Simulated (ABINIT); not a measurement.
**Several settings converged on Cr (P-3m1, 2 atoms in the cell)**

```
Cr
1.0
    2.43626     0.00000     0.00000
   -1.21813     2.10986     0.00000
    0.00000     0.00000     4.46821
Cr
2
Direct
  0.33333   0.66667   0.26119
  0.66667   0.33333   0.75000
```

Base method: LDA (PW92), norm-conserving pseudopotentials (PseudoDojo nc-sr-04 LDA standard) (plane waves; ABINIT).

Base settings: pseudos = [Cr.upf]; ecut = 94 Ry; ixc = 7; occopt = 7; tsmear = 0.00367493 Ha; ngkpt = 5 5 3; nshiftk = 1; shiftk = 0 0 0; potentials = PseudoDojo nc-sr-04 LDA standard; nband = 19.

The count of work is k-points × plane waves × bands × iterations; it is no time. 

**The cutoff for other potential files**

Level: DFT, LDA (PW92), plane waves, PAW (JTH v2.0 LDA PAW).

In this ladder: pseudos = [Cr.LDA_PW-JTH.xml]; potentials = JTH v2.0 LDA PAW; pawxcdev = 0. Moved along: pawecutdg.

The second cell is the first with its lattice scaled by 0.98.

The mesh stays at the base's, so the ladder's end is converged at best in this setting alone.

Only quantities that move along the ladder and can be compared are tabulated.

```csv
ecut,free energy less the last step's (meV/atom),energy of the compressed cell less the first (meV/atom),pressure (GPa),largest difference of a force vector from the last step's (eV/Å),count of work / last
28 Ry,118.34,20.05,-5.04,0.013,0.12
32 Ry,105.07,19.00,-5.30,0.013,0.19
42 Ry,22.21,14.24,-6.45,0.002,0.19
60 Ry,6.07,13.96,-5.06,0.001,0.32
90 Ry,0.92,13.89,-4.83,0.001,0.63
120 Ry,0.00,13.86,-4.78,0.000,1.0
```

Coarsest ecut that holds the energy of the compressed cell less the first within 1 meV/atom of the last step, with all finer ones: 42 Ry, at 0.19 of the last step's count of work; the step before is off by 5.1 meV/atom.

Coarsest ecut that holds the forces within 0.01 eV/Å of the last step, with all finer ones: 42 Ry, at 0.19 of the last step's count of work; the step before is off by 0.013 eV/Å.

Coarsest ecut that holds the pressure within 0.2 GPa of the last step, with all finer ones: 90 Ry; the step before is off by 0.28 GPa.

The energy difference between the two cells stays within 1 meV/atom of the last step's from 42 Ry on, the total only from 90 Ry on: much of the error is common to both cells and cancels.

**The relaxed cell against the cutoff**

On Cr (P6_3/mmc, 2 atoms in the cell): atoms on their sites.

In this ladder: kptopt = 1; ionmov = 3; ntime = 40; tolmxf = 0.0001 Ha/bohr; optcell = 2; dilatmx = 1.08; ecutsm = 0.5 Ha.

The mesh stays at the base's, so the ladder's end is converged at best in this setting alone.

Only quantities that move along the ladder and can be compared are tabulated.

```csv
ecut,relaxed volume (Å³/atom),relaxation steps
66 Ry,11.214,16
94 Ry,11.172,6
140 Ry,11.172,6
188 Ry,11.172,6
```

Coarsest ecut that holds the relaxed volume within 0.022 Å³/atom of the last step, with all finer ones: 94 Ry; the step before is off by 0.042 Å³/atom.

At the lowest cutoff the cell relaxes to a volume 0.4 % larger than at the highest.

On the base run: the starting cell comes from a database of computed structures (which also holds hypothetical and non-ambient phases and stackings), without a prior relaxation at this level. Its lattice was rescaled by up to half a per cent. One atom was moved a little off its site on purpose. Spin polarisation is off. Without a gap this mesh is coarse (it stands for a supercell whose shortest vector is 12 Å).

Left out of this page: 1 run of the series stopped by limits of time or memory; 1 run of the series failed or unconverged.
